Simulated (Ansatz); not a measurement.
**Ansatz (an electronic-structure program) run on RhC (Cmcm, 4 atoms in the cell): self-consistent single point**

Method of the run: LDA (PW92), default PAW files made with PBE (plane waves; Ansatz).

The input file:

Ansatz 0.2 input:
```yaml
# RhC
crystal:
  lattice:
    - [1.482031, -3.916320, 0.000000]
    - [1.482031, 3.916320, 0.000000]
    - [0.000000, 0.000000, 2.920669]
  atoms:
    - { symbol: C, position_ang: [1.482031, -0.501289, 0.730167] }
    - { symbol: C, position_ang: [1.482031, 0.501289, 2.190502] }
    - { symbol: Rh, position_ang: [1.482031, -2.778629, 0.730167] }
    - { symbol: Rh, position_ang: [1.482031, 2.778629, 2.190502] }
kpoints:
  mp_grid: { grid: [10, 10, 9] }
hamiltonian:
  xc: lda
  pseudopotentials: { kind: paw }
scf:
  occupations: { method: gaussian, width: 0.05 }
output:
  forces: true
  eigenvalues: true
  stress: true
```

Output, abridged:

```
WARN basis.ecutwfc = 420 eV, the default
WARN ansatz: RAYON_NUM_THREADS=1 ignored (pool sized by the plan → 1); use --threads N
Pseudopotentials: kind: paw
Pseudopotential: C, paw, valence charge 4
Pseudopotential: Rh, paw, valence charge 17
Crystal: 4 atoms, lattice volume = 33.904 Å³
Basis set: ecut = 420 eV, 633 PW (Γ)
Bands: 26, of which v1, the nominal top of the filled ones, is band 21 counted from 1 (20 counted from 0)
Symmetry: 8 space group operations
Space group: Cmcm (ITA 63), of the structure as read, at distance tolerance 3.2e-5 Å
k-points: 155 of 900
PAW frozen core: C, regenerated for the run's functional, and the local potential with it
PAW frozen core: Rh, regenerated for the run's functional, and the local potential with it
Initial density: superposition of atomic densities (neutral atoms: chi_scale 0, normalization atom), corrected by the library's trained network
Initial wavefunctions: pseudopotential atomic-orbital guess
Eigensolver: davidson
Functional: x = slater, c = lda
SCF iter   1: F=—  HF=-13037.528450 eV  |F-HF|=—  |Δ(HF+E_count)|=         —  Δρ=1.45e-2  dr2=7.91e-2  ethr=1.77e-3  ⟨swp⟩=5.9  Hψ=16317  notcnv=0
all-band conjugate gradients solve this SCF's bands
preconditioner: auto → Kerker (q_TF=auto, 2.827 Å⁻¹)
SCF iter   2: F=—  HF=-13037.518482 eV  |F-HF|=—  |Δ(HF+E_count)|=   9.97e-3  Δρ=8.07e-3  dr2=2.55e-2  ethr=1.88e-4  ⟨swp⟩=1.2  Hψ=5299  notcnv=0  defer=10
SCF iter   3: F=—  HF=-13037.512930 eV  |F-HF|=—  |Δ(HF+E_count)|=   5.55e-3  Δρ=9.67e-4  dr2=3.20e-4  ethr=6.07e-5  ⟨swp⟩=2.1  Hψ=6254  notcnv=0  defer=10
SCF iter   4: F=—  HF=-13037.512821 eV  |F-HF|=—  |Δ(HF+E_count)|=   1.09e-4  Δρ=1.66e-4  dr2=8.09e-6  ethr=7.62e-7  ⟨swp⟩=2.0  Hψ=5617  notcnv=0  defer=10
SCF iter   5: F=—  HF=-13037.512819 eV  |F-HF|=—  |Δ(HF+E_count)|=   1.82e-6  Δρ=4.32e-5  dr2=4.42e-7  ethr=1.93e-8  ⟨swp⟩=2.0  Hψ=5819  notcnv=0  defer=11
SCF iter   6: F=-13037.512819 eV  HF=-13037.512819 eV  |F-HF|=1.54e-8  |Δ(HF+E_count)|=   1.01e-7  Δρ=1.26e-5  dr2=3.22e-8  ethr=2.38e-10  ⟨swp⟩=6.9  Hψ=16962  notcnv=0
SCF 1 converged in 6 iterations: F = -13037.512819 eV  dr2 = 3.22e-8
SCF converged after 6 iterations
Free energy (F): -13037.512819 eV
Harris-Foulkes:  -13037.512819 eV  (|F-HF|=1.54e-8)
Internal energy: -13037.510110 eV  (E = F + TS)
E sigma→0 (E₀):  -13037.511465 eV
Entropy (-TS):   -0.002709 eV (-0.677 meV/atom)
Fermi energy:    24.332838 eV
--- Per-component energies (eV) ---
  E_band       = -22.127777
  E_kinetic    = 1342.838287
  E_local      = -3156.590854  (includes V_loc(G=0)·N_el)
  E_nonlocal   = 783.520390
  E_hartree    = 1128.822264
  E_xc         = -541.590479
  E_vxc        = -681.536543  (∫ρ·V_xc dr)
  E_paw        = -7114.440167  (= ΣΔE_a)
  E_vpaw       = -568.014645  (= ΣTr[D̂ρ^β])
  E_aug_tail   = 0.001644  (compensation charges beyond the density's cutoff)
  E_ewald      = -5481.441825
  E_core_change = 1.370629  (= ΣΔE_core)
  E_smearing   = -0.002709  (= −TS)
  E_closure    = 0.000000  (closes the sum)
  Σ components = -13037.512819   (vs F -13037.512819, Δ=0.00e0)
--- Forces (eV/Å), atoms counted from 1 ---
  atom   1  C      0.00000000     0.03136342     0.00000000
  atom   2  C      0.00000000    -0.03136342     0.00000000
  atom   3  Rh     0.00000000     0.61029689     0.00000000
  atom   4  Rh     0.00000000    -0.61029689     0.00000000
  max |Σ_I F_I| component: 1.11e-16 eV/Å
--- Stress (GPa, compression-positive) ---
       54.288085       0.000000       0.000000
        0.000000      25.570872       0.000000
        0.000000       0.000000      27.454976
  P = ⅓ Tr σ = 35.7713 GPa (357.713 kbar)
  The stress holds the Pulay correction. Without it, at fixed plane waves, as pw.x and ABINIT print it: P = 35.3158 GPa
--- Band table (eV; the first three rows and the last of 155) ---
  k-point 0: bands = ["-54.9587", "-54.8228", "-23.3125", "-23.0533", "-22.9474", "-22.8755", "-22.7228", "-22.6315", "6.1094", "12.4120", "16.8637", "16.8849", "17.1664", "17.4202", "19.6714", "20.3891", "20.7784", "21.2064", "22.2098", "22.5406", [...]
  k-point 1: bands = ["-54.9530", "-54.8252", "-23.2939", "-23.0456", "-22.9643", "-22.8783", "-22.7355", "-22.6639", "6.2977", "12.5041", "15.8205", "16.7689", "17.5811", "17.8902", "19.4167", "19.8545", "20.8309", "21.4380", "22.1464", "22.5570", [...]
  k-point 2: bands = ["-54.9371", "-54.8329", "-23.2416", "-23.0239", "-23.0037", "-22.8875", "-22.7739", "-22.7479", "6.8477", "12.4975", "14.7561", "16.5396", "17.9467", "18.4155", "18.7344", "18.7485", "21.1526", "21.9983", "22.2697", "22.6466", [...]
  k-point 154: bands = ["-54.8819", "-54.8722", "-23.2869", "-23.2747", "-22.9691", "-22.9204", "-22.7058", "-22.6956", "9.1737", "10.4494", "15.2521", "16.3322", "17.7004", "17.9068", "18.6938", "19.3214", "20.1786", "20.9085", "21.3681", [...]
```

The run converged in 6 iterations.

The starting cell was generated: these elements placed on a structure prototype, without a prior relaxation; it need not be a known phase or ordering of this composition. Spin polarisation is off. With a pressure of about 36 GPa the cell is away from its equilibrium volume at this level. Ansatz's pressure includes its estimate of the finite-basis (Pulay) stress.
